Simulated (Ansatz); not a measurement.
A self-consistent single point of RbH (Fm-3m, 2 atoms in the cell) with Ansatz (a first-principles code).

Level of theory: LDA (PW92), default PAW files made with PBE (plane waves; Ansatz).

The change in words: lattice scaled by 0.98; basis.ecutwfc: 420 eV → 250 eV. Reference geometry:
```
RbH
1.0
    0.00000     2.98906     2.98906
    2.98906     0.00000     2.98906
    2.98906     2.98906     0.00000
Rb H
1 1
Direct
  0.50000   0.50000   0.50000
  0.00000   0.00000   0.00000
```

Reference input (self-consistent single point, DFT, LDA (PW92), plane waves, default PAW files made with PBE): basis.ecutwfc = 420 eV; kpoints.mp_grid.grid = 7 7 7; hamiltonian.xc = lda; hamiltonian.pseudopotentials = {kind: paw} (the program's default PAW files); scf.occupations.method = fixed. This run's input differs from it in these lines:

Ansatz 0.2 input:
```diff
@@ -3,5 +3,5 @@
   lattice:
-    - [0.000000, 2.989060, 2.989060]
-    - [2.989060, 0.000000, 2.989060]
-    - [2.989060, 2.989060, 0.000000]
+    - [0.000000, 2.929279, 2.929279]
+    - [2.929279, 0.000000, 2.929279]
+    - [2.929279, 2.929279, 0.000000]
   atoms:
@@ -10,3 +10,3 @@
 basis:
-  ecutwfc: 420.0 eV
+  ecutwfc: 250.0 eV
 kpoints:
```

The program printed (abridged):

```
SCF iter   1: F=—  HF=-3186.739330 eV  |F-HF|=—  |Δ(HF+E_count)|=         —  Δρ=1.06e-2  dr2=5.01e-2  ethr=1.77e-3  ⟨swp⟩=4.8  Hψ=1135  notcnv=0  defer=34
all-band conjugate gradients solve this SCF's bands
preconditioner: auto → none
SCF iter   2: F=—  HF=-3186.723232 eV  |F-HF|=—  |Δ(HF+E_count)|=   1.61e-2  Δρ=2.55e-3  dr2=1.68e-3  ethr=5.01e-4  ⟨swp⟩=1.6  Hψ=353  notcnv=0  defer=36
SCF iter   3: F=—  HF=-3186.722924 eV  |F-HF|=—  |Δ(HF+E_count)|=   3.08e-4  Δρ=8.00e-4  dr2=1.08e-4  ethr=1.68e-5  ⟨swp⟩=2.0  Hψ=234  notcnv=0  defer=36
SCF iter   4: F=—  HF=-3186.722935 eV  |F-HF|=—  |Δ(HF+E_count)|=   1.06e-5  Δρ=9.97e-5  dr2=1.41e-6  ethr=1.08e-6  ⟨swp⟩=1.4  Hψ=188  notcnv=0  defer=34
SCF iter   5: F=—  HF=-3186.722937 eV  |F-HF|=—  |Δ(HF+E_count)|=   1.72e-6  Δρ=7.95e-6  dr2=7.62e-9  ethr=1.41e-8  ⟨swp⟩=2.8  Hψ=270  notcnv=0  defer=20
SCF iter   6: F=-3186.722937 eV  HF=-3186.722937 eV  |F-HF|=1.97e-10  |Δ(HF+E_count)|=   8.00e-9  Δρ=1.01e-6  dr2=3.81e-10  ethr=7.62e-11  ⟨swp⟩=3.8  Hψ=874  notcnv=0
SCF 1 converged in 6 iterations: F = -3186.722937 eV  dr2 = 3.81e-10
Free energy (F): -3186.722937 eV
Internal energy: -3186.722937 eV  (E = F + TS)
E sigma→0 (E₀):  -3186.722937 eV
Fermi energy:    2.454784 eV
--- Forces (eV/Å), atoms counted from 1 ---
  atom   1  Rb    -0.00000000     0.00000000    -0.00000000
  atom   2  H     -0.00000000     0.00000000    -0.00000000
--- Stress (GPa, compression-positive) ---
       -0.468113       0.000000       0.000000
        0.000000      -0.468113      -0.000000
        0.000000      -0.000000      -0.468113
  P = ⅓ Tr σ = -0.4681 GPa (-4.681 kbar)
  The stress holds the Pulay correction. Without it, at fixed plane waves, as pw.x and ABINIT print it: P = -1.2927 GPa
```

The run converged in 6 iterations. Against the reference run the free energy rises by 21.0 meV/atom, the pressure goes from -1.19 to -0.47 GPa and the gap on the mesh goes from 2.844 to 2.822 eV.

The starting cell comes from a database of computed structures (which also holds hypothetical and non-ambient phases and stackings), without a prior relaxation at this level. Its lattice was rescaled by up to half a per cent. For this run, on top of that: lattice scaled by 0.98. Ansatz's pressure includes its estimate of the finite-basis (Pulay) stress. Without the estimate this run gives -1.29 GPa. The cutoff lies below the one recommended for these files.
